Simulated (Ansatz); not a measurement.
Given:

```yaml
crystal:
  lattice:
    - [3.71387, 0.00000, 0.00000]
    - [1.85693, 3.21630, 0.00000]
    - [0.00000, 0.00000, 5.69625]
  atoms:
    - { symbol: Hf, position: [0.00000, 0.00000, 0.00000] }
    - { symbol: S, position: [0.33333, 0.33333, 0.24689] }
    - { symbol: S, position: [0.66667, 0.66667, 0.75311] }
```

No spin polarisation.

Calculations: Kohn–Sham DFT with the PBE-D3(BJ) functional, run in Ansatz (a program for electronic structure) with PAW and 420 eV plane waves, spin-orbit coupling left out. Settings: 11×11×6 k-points, 0.05 eV Fermi–Dirac smearing.

**Question.** What is the computed gap character?

**Answer.** Indirect, Γ → L.

**Question.** Predict the valence-band top at Γ (three highest levels, from the VBM).

**Answer.** 0.00, -0.42, -0.42 eV.

**Question.** What smallest direct gap does the calculation give?

**Answer.** 1.66 eV.

Spin-orbit coupling, missing from the scalar runs, can matter with Hf. The cells carry an imposed strain or load. No phonon test of stability was made. The cell was made from HfS2 in the CdI2 type structure (space group P-3m1, No. 164; layered, stacked along the Cartesian z axis) by this change: biaxial strain +3.00 %, plane normal [001], relaxed out of plane.
